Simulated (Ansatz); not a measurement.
# AlAs (model structure, started from the BeO type, P4₂/mnm, No. 136, 8 atoms in the cell)

Calculation: HSE06 (plane waves, PAW; Ansatz, a program for electronic structure).

Numerical settings: plane-wave cutoff 460 eV, 4×4×6 k mesh (along the axes of the cell as run), Fermi–Dirac smearing 0.01 eV, scalar-relativistic PAW data made under PBE.

Cell (relaxed with PBEsol):

```cif
data_Al4As4
_chemical_formula_sum 'Al4 As4'
_space_group_name_H-M_alt 'P 1'
_space_group_IT_number 1
_cell_length_a 6.89605
_cell_length_b 6.89605
_cell_length_c 4.03122
_cell_angle_alpha 90.000
_cell_angle_beta 90.000
_cell_angle_gamma 90.000
loop_
_space_group_symop_operation_xyz
  'x, y, z'
loop_
_atom_site_label
_atom_site_type_symbol
_atom_site_fract_x
_atom_site_fract_y
_atom_site_fract_z
_atom_site_occupancy
Al1 Al 0.32759 0.67241 0.00000 1
Al2 Al 0.67241 0.32759 0.00000 1
Al3 Al 0.82759 0.82759 0.50000 1
Al4 Al 0.17241 0.17241 0.50000 1
As1 As 0.31368 0.31368 0.00000 1
As2 As 0.68632 0.68632 0.00000 1
As3 As 0.18632 0.81368 0.50000 1
As4 As 0.81368 0.18632 0.50000 1
```

```
Property                                                  Value
-------------------------------------------  ------------------
band gap                                     2.07 eV (indirect)
smallest direct gap on the k points sampled             2.30 eV
```

Note: the relaxation could raise the start's symmetry but not lower it, so the cell can be a saddle point; cell and atoms aren't relaxed at this level (pressure 0.3 GPa).

Spin–orbit coupling is not included.

The computed numbers hold no vibrational or temperature effects.

A model structure was made by putting elements into a prototype or built by hand; it is no filed structure, need not be a known phase, and can be a saddle point held by its symmetry.
